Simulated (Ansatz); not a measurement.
## ZrSe2, alloy series

Consider ZrSe2 in the CdI2 type structure (space group P-3m1, No. 164; a = 3.662 Å, c = 5.842 Å; layered, stacked along the Cartesian z axis).

The other end (x = 1) is ZrO2 in the CdI2 type structure (space group P-3m1, No. 164; a hypothetical phase, not in the database extracts checked; layered, stacked along the Cartesian z axis): 13.51 Å³/atom, gap 3.92 eV; this end may not be an ambient phase.

O replaces a fraction x of Se; each row is one arrangement (x, atoms in the cell, starting space group or random), fully relaxed.

Level of theory: PBEsol-D3(BJ), PAW, 420 eV (Ansatz, an electronic-structure program; scalar-relativistic without spin-orbit coupling).

Candidates:
(a) x(O) = 0.875, 12 atoms, Pm
(b) x(O) = 0.667, 9 atoms, C2/m
(c) x(O) = 0.625, 12 atoms, Pm

Notes on the quantities. deviation of the volume from the linear: Vegard-type) interpolation.

Problem. Order them by deviation of the volume from the linear, lowest first.

Solution. (b) x(O) = 0.667, 9 atoms, C2/m (-1.8 %), (c) x(O) = 0.625, 12 atoms, Pm (+0.3 %), (a) x(O) = 0.875, 12 atoms, Pm (+2.7 %)

These are small ordered cells, not random alloys; other orderings at the same x differ. Whether these cells are dynamically stable was not tested. All final runs are without spin polarisation. Under x(O) = 0.667, 9 atoms, C2/m the cell changed shape so far that it is another structure.
